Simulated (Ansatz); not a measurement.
**CaS in the rock salt structure (space group Fm-3m, No. 225)**

Space group Fm-3m (No. 225); a = b = c = 5.712 Å, α = β = γ = 90.00°

```json
[
 {"atom": "Ca", "site": "4a", "symmetry": "m-3m", "x": "0.0000", "y": "0.0000", "z": "0.0000"},
 {"atom": "S", "site": "4b", "symmetry": "m-3m", "x": "0.5000", "y": "0.5000", "z": "0.5000"}
]
```
(The calculation used a cell of 2 atoms; values per cell refer to that cell.)

Computed with DFT with PBE, PAW potentials and a 420 eV plane-wave cutoff in Ansatz (a quantum-chemistry and plane-wave program), spin-orbit coupling left out. Γ-centred 10×10×10 mesh, Fermi–Dirac width 0.05 eV.

```yaml
volume_per_atom: 23.30 Å³
density: 2.57 g/cm³
band_gap: 2.38 eV, indirect, Γ → X
electron_mass: 1.4 mₑ along k, 0.31 mₑ across
Hole mass (degenerate bands, along [100]): 0.23, 1.2, 1.2 mₑ
Lowest conduction-band minima above the VBM: X along ⟨100⟩ 2.38 eV
total_energy: -1361.631 eV/atom (σ→0; compares only within this code and set-up)
```

Masses are band curvatures over ±0.01 Å⁻¹ around the edge. Along k means along the line from Γ to the band edge. Stability against distortions was not tested.
